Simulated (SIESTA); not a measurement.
Band structure of MoS2 (P-3m1, 3 atoms in the cell).

```
CELL_PARAMETERS angstrom
      3.22746     0.00000     0.00000
     -1.61373     2.79506     0.00000
      0.00000     0.00000     6.31247
ATOMIC_POSITIONS crystal
  Mo 0.00000 0.00000 0.50000
  S  0.33333 0.66667 0.25532
  S  0.66667 0.33333 0.74468
```

Method of the run: LDA PW92, numerical atomic orbitals DZP, PseudoDojo LDA standard norm-conserving potentials (rewritten from UPF to PSML) (SIESTA).

Settings: XC.functional = LDA; XC.authors = PW92; potentials = PseudoDojo LDA standard; PAO.BasisSize = DZP; PAO.EnergyShift = 0.01 Ry; MeshCutoff = 350 Ry; kgrid.MonkhorstPack = 15 15 7; OccupationFunction = MP; OccupationMPOrder = 0; ElectronicTemperature = 1160.45 K; MaxSCFIterations = 150; SCF.Mixer.Method = Pulay; SCF.Mixer.Weight = 0.1; SCF.Mixer.History = 6.

The starting cell comes from a database of computed structures (which also holds hypothetical and non-ambient phases and stackings), without a prior relaxation at this level. Spin polarisation is off. Values carry the incompleteness of an atom-centred basis.

Levels in eV from the Fermi level, bands 10 to 15:
```json
[
 {"point": "Γ", "10": "-1.74", "11": "-1.17", "12": "-1.08", "13": "-1.08", "14": "-0.21", "15": "-0.21"},
 {"point": "M", "10": "-4.20", "11": "-3.18", "12": "-1.80", "13": "-1.72", "14": "0.78", "15": "1.57"},
 {"point": "K", "10": "-3.90", "11": "-3.90", "12": "-3.47", "13": "0.52", "14": "0.74", "15": "0.74"},
 {"point": "A", "10": "-3.60", "11": "-1.09", "12": "-1.09", "13": "-0.28", "14": "-0.28", "15": "-0.13"},
 {"point": "L", "10": "-4.25", "11": "-2.33", "12": "-2.20", "13": "-1.55", "14": "0.78", "15": "1.59"},
 {"point": "H", "10": "-3.85", "11": "-3.84", "12": "-3.84", "13": "0.28", "14": "0.28", "15": "0.53"}
]
```

Bands cross the Fermi level along this path, so the cell is metallic at this level.

Higher empty bands are left out: an atom-centred basis made for the valence describes them poorly.
